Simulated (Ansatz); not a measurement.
## A computed series for Ag: pressure series

Start from Ag in the fcc (Cu type) structure (space group Fm-3m, No. 225).

```xyz
1
Lattice="0.0000 2.0272 2.0272 2.0272 0.0000 2.0272 2.0272 2.0272 0.0000" Properties=species:S:1:pos:R:3 pbc="T T T"
Ag     0.0000     0.0000     0.0000
```

Cell and atoms are relaxed at each pressure.

Level of theory: PBEsol/PAW in Ansatz (a program for electronic structure), no spin-orbit coupling.

Notes on the quantities. enthalpy: H = E + PV relative to the base's energy.

```tsv
variant	lattice parameter a	enthalpy
base	7.662 bohr	–
pressure −2 GPa	7.707 bohr	-0.21 eV/atom
pressure −1 GPa	7.684 bohr	-0.10 eV/atom
pressure 1.8 GPa	7.625 bohr	+0.19 eV/atom
pressure 4.2 GPa	7.580 bohr	+0.43 eV/atom
pressure 9 GPa	…	+0.91 eV/atom
pressure 18 GPa	7.384 bohr	+1.76 eV/atom
pressure 30 GPa	7.263 bohr	+2.85 eV/atom
pressure 45 GPa	7.144 bohr	+4.15 eV/atom
pressure 60 GPa	7.049 bohr	+5.39 eV/atom
```

Problem. Some entries are withheld; estimate them.

Solution. 
- pressure 9 GPa, lattice parameter a: 7.502 bohr

Load acts through the strain it causes; cell and atoms are relaxed under it. Stability against distortions was not tested. Competing high-pressure phases were not computed.
